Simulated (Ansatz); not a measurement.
Functionals compared on the (21-31) surface of hcp Os in its 1x1 cell, outermost plane spacing 0.15 Å in the ideal cut, in Ansatz (plane waves, PAW). The structure was relaxed with PBE; the other rows are single points on it, each with its references at the same level. Cutoff 420 eV (500 eV for r2SCAN).

Model: 24-atom slab, 9.9 Å thick at the start (thin: gaps and levels are the slab's own), 8x6x1 mesh, Fermi-Dirac 0.1 eV, dipole correction, all atoms relaxed; symmetry of the start imposed; no spin, no spin-orbit, no U. These notes are the PBE run's.

```json
[
 {"functional": "PBE", "surface energy (J/m²)": "3.97", "work function of the top face (eV)": "4.73", "rough cost of the single point": "–"},
 {"functional": "LDA", "surface energy (J/m²)": "?", "work function of the top face (eV)": "?", "rough cost of the single point": "about 10 core-minutes (a rough figure)"},
 {"functional": "PBEsol", "surface energy (J/m²)": "4.44", "work function of the top face (eV)": "4.84", "rough cost of the single point": "roughly 12 core-minutes"},
 {"functional": "RPBE", "surface energy (J/m²)": "3.72", "work function of the top face (eV)": "4.59", "rough cost of the single point": "very roughly 14 core-minutes"},
 {"functional": "r2SCAN", "surface energy (J/m²)": "4.26", "work function of the top face (eV)": "4.76", "rough cost of the single point": "around 24 core-minutes (rough)"}
]
```

Problem. Fill in the missing entries.

Solution. 
- LDA, surface energy (J/m²): 4.58
- LDA, work function of the top face (eV): 5.06

Ansatz is a program for electronic structure.
